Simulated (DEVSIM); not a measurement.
Device: abrupt GaP n-p junction, at 250 K.

```csv
layer (left to right),material,thickness (μm),Nd (cm⁻³),Na (cm⁻³),τn (s),τp (s)
1,GaP,9.50,6.7e15,-,1.3e-7,1.3e-7
2,GaP,71.0,-,3.5e15,1.3e-7,1.3e-7
```

Left contact: ohmic. Right contact: ohmic. Voltage is applied to the left contact. Recombination: SRH at mid-gap. Mobility is μmin + (μ − μmin)/(1 + (N/Nref)^α).

Constants are typed, rounded textbook-type inputs, not results; the design itself was drawn at random and stands for no fabricated device. Values at 300 K; Nc and Nv go as T^1.5, mobilities as T to minus their exponent, the gap by Varshni's rule with the affinity fixed.

```
parameter             GaP
----------------  -------
gap (eV)             2.26
affinity (eV)         3.8
permittivity         11.1
Nc (cm⁻³)          1.8e19
Nv (cm⁻³)          1.9e19
μn (cm²/Vs)           250
μp (cm²/Vs)           150
μn,min                 10
μp,min                 10
Nref,n             4.4e18
Nref,p               1e18
αn                    0.8
αp                   0.85
T exponent of μn      1.6
T exponent of μp     1.98
Varshni α (eV/K)  0.00058
Varshni β (K)         372
```

DEVSIM, 1D drift-diffusion, Boltzmann statistics, complete ionisation; no tunnelling, impact ionisation, image-force lowering or self-heating.

Q: Tabulate band edges, carrier densities and field at -2.05 V on the left contact.

A: Energies count from the Fermi level of the right contact; mesh points crowd at the junctions.

```csv
x (μm),Ec (eV),Ev (eV),n (cm⁻³),p (cm⁻³),field (V/cm)
0.000,2.214,-0.065,6.7e15,< 1e2,≈ 0
0.04810,2.214,-0.065,6.7e15,3.8e12,≈ 0
0.1921,2.214,-0.065,6.7e15,1.5e13,≈ 0
0.6232,2.214,-0.066,6.7e15,4.8e13,≈ 0
2.769,2.212,-0.068,6.9e15,2.1e14,≈ 0
6.708,2.209,-0.071,7.2e15,5.2e14,≈ 0
8.584,2.207,-0.072,7.4e15,7.0e14,≈ 0
9.306,2.207,-0.073,7.4e15,7.8e14,32
9.451,2.212,-0.067,5.7e15,1.0e15,1400
9.500,2.224,-0.055,3.2e15,1.8e15,4100
9.545,2.237,-0.043,1.8e15,3.2e15,1700
9.765,2.245,-0.035,1.2e15,4.7e15,≈ 0
10.35,2.244,-0.035,1.2e15,4.7e15,-11
12.09,2.242,-0.037,1.0e15,4.5e15,-12
20.84,2.230,-0.050,5.3e14,4.0e15,-16
43.68,2.185,-0.094,1.1e14,3.6e15,-22
68.22,2.129,-0.150,2.2e13,3.5e15,-23
76.44,2.110,-0.170,8.6e12,3.5e15,-24
79.58,2.102,-0.177,2.2e12,3.5e15,-24
80.21,2.101,-0.179,7.2e11,3.5e15,-24
80.42,2.100,-0.179,2.0e11,3.5e15,-24
80.50,2.100,-0.179,< 1e2,3.5e15,-24
```
